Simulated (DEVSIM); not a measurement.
**illuminated Si p-on-n cell, one wavelength, with a back-surface field**

Device: illuminated Si p-on-n cell, one wavelength, with a back-surface field, at 300 K.

| layer (left to right) | material | thickness (μm) | Nd (cm⁻³) | Na (cm⁻³) | τn (s) | τp (s) | absorption coefficient (cm⁻¹) |
|---|---|---|---|---|---|---|---|
| 1 | Si | 0.0690 | - | 2.6e18 | 2.2e-8 | 4.1e-9 | 130 |
| 2 | Si | 110 | 2.4e17 | - | 1.8e-7 | 1.8e-7 | 130 |
| 3 | Si | 1.70 | 6.7e18 | - | 1.8e-7 | 1.8e-7 | 130 |

Left contact: ohmic, minority electron recombination velocity 20000 cm/s. Right contact: ohmic, minority hole recombination velocity 2e6 cm/s. Voltage is applied to the left contact. Recombination: SRH at mid-gap, radiative, Auger. Gap narrowing is on: ΔEg = 6.92 meV × (l + √(l² + 0.5)), l = ln(N/1.3e17 cm⁻³), shared equally by both band edges. Light enters at the left, 1.7e17 photons cm⁻² s⁻¹, one pass, no reflection. Mobility is constant in doping.

The device is made up for the run: typed textbook-type constants, with dimensions and the other settings drawn at random. Values at 300 K.

| parameter | Si |
|---|---|
| gap (eV) | 1.124 |
| affinity (eV) | 4.05 |
| permittivity | 11.7 |
| Nc (cm⁻³) | 2.86e19 |
| Nv (cm⁻³) | 3.1e19 |
| μn (cm²/Vs) | 1417 |
| μp (cm²/Vs) | 470 |
| B (cm³/s) | 4.7e-15 |
| Cn (cm⁶/s) | 2.8e-31 |
| Cp (cm⁶/s) | 9.9e-32 |

Model (solved in DEVSIM): 1D drift-diffusion, Boltzmann statistics, complete ionisation; no tunnelling, impact ionisation, image-force lowering or self-heating.

```yaml
potential_step_across_the_device_at_zero_bias: 0.974 V
Dark forward voltage at 1 A/cm²: 0.701 V
Dark forward voltage at 100 A/cm²: 0.841 V
short_circuit_current: 4.43 mA/cm²
open_circuit_voltage: 0.559 V
fill_factor: 0.81
largest_power: 2.00 mW/cm²
share_of_generated_pairs_collected_at_short_circuit: 0.212
```

Dark forward current:

| V (V) | J (A/cm²) |
|---|---|
| 0.05 | 5.2e-9 |
| 0.10 | 1.8e-8 |
| 0.15 | 5.5e-8 |
| 0.20 | 1.6e-7 |
| 0.25 | 4.5e-7 |
| 0.30 | 1.3e-6 |
| 0.35 | 4.5e-6 |
| 0.40 | 1.8e-5 |
| 0.45 | 8.7e-5 |
| 0.50 | 0.00050 |
| 0.55 | 0.0032 |
| 0.60 | 0.021 |
| 0.65 | 0.14 |
| 0.70 | 0.98 |
| 0.75 | 6.5 |
| 0.80 | 35 |
| 0.85 | 120 |
| 0.90 | 280 |
| 0.95 | 500 |
| 1.00 | 750 |
| 1.05 | 1100 |
| 1.10 | 1400 |
| 1.15 | 1800 |
| 1.20 | 2200 |

Current under light (generator sign):

| V (V) | J (mA/cm²) |
|---|---|
| 0.00 | 4.43 |
| 0.08 | 4.42 |
| 0.16 | 4.42 |
| 0.24 | 4.42 |
| 0.32 | 4.42 |
| 0.40 | 4.40 |
| 0.42 | 4.39 |
| 0.44 | 4.36 |
| 0.46 | 4.30 |
| 0.48 | 4.17 |
| 0.50 | 3.92 |
| 0.52 | 3.38 |
| 0.54 | 2.24 |
| 0.56 | -0.204 |
